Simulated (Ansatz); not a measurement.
The starting structures come from a database of crystals and need not be the phases stable at ambient conditions.

By PBEsol, the system below comes out a metal.

A figure of merit of an interconnect metal is its ballistic conductance per area.

Given:

```yaml
crystal:
  lattice:
    - [5.19289, 0.00000, 0.00000]
    - [-2.59645, 4.49718, 0.00000]
    - [2.59645, 1.49906, 2.11999]
  atoms:
    - { symbol: Cu, position: [0.50000, 0.50000, 0.00000] }
    - { symbol: Cu, position: [0.50000, 0.00000, 0.00000] }
    - { symbol: Cu, position: [0.00000, 0.50000, 0.00000] }
    - { symbol: Pd, position: [0.00000, 0.00000, 0.00000] }
```

Space group of this cell: Pm-3m, Cu3Au type. The cell is taken as given; by PBEsol its mean pressure is -2.5 GPa.

The current flows along the normal of the first two printed cell vectors, the (111) plane of the conventional cell. No spin-orbit coupling; the value is a mean over 0.1 eV about the Fermi level.

Task: Compute, with PBEsol (Ansatz, an electronic-structure program), the ballistic conductance per area.

Result: 0.93 × 10¹⁵ S/m² for both spins.
